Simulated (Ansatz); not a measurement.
For SiO₂ (P6₃22, No. 182, 12 atoms in the cell; start mp-559091; a measured phase of this formula has another space group), LDA (PAW; Ansatz, an electronic-structure program) gives:

equilibrium lattice constant a: 5.009 Å
c axis length: 8.542 Å
cohesive energy: 7.41 eV/atom
band gap: 5.41 eV

Q: What does r²SCAN+rVV10 (Ansatz, PAW) give for the same quantities?

A: 
- lattice constant a: 4.985 Å (shrinks by 0.5 %)
- lattice parameter c: 8.565 Å (increases by 0.3 %)
- cohesive energy: 6.53 eV/atom (drops by 0.88 eV/atom)
- band gap: 6.05 eV (rises by 0.64 eV)

Changes are worked out from the printed values.

Unless a cell is named, each level is at its own relaxed cell (LDA 15.47, r²SCAN+rVV10 15.36 Å³/atom).

Density-functional gaps are differences of (generalised) Kohn–Sham levels.

Caveats: the relaxation could not lower the start's symmetry, so the cell can be a saddle point above a distorted one (LDA, r²SCAN+rVV10). Ansatz's density-functional and Hartree–Fock values are scalar-relativistic unless marked +SOC, with PAW data made under PBE.

A start named mp-… is a Materials Project structure, which need not be a measured phase.
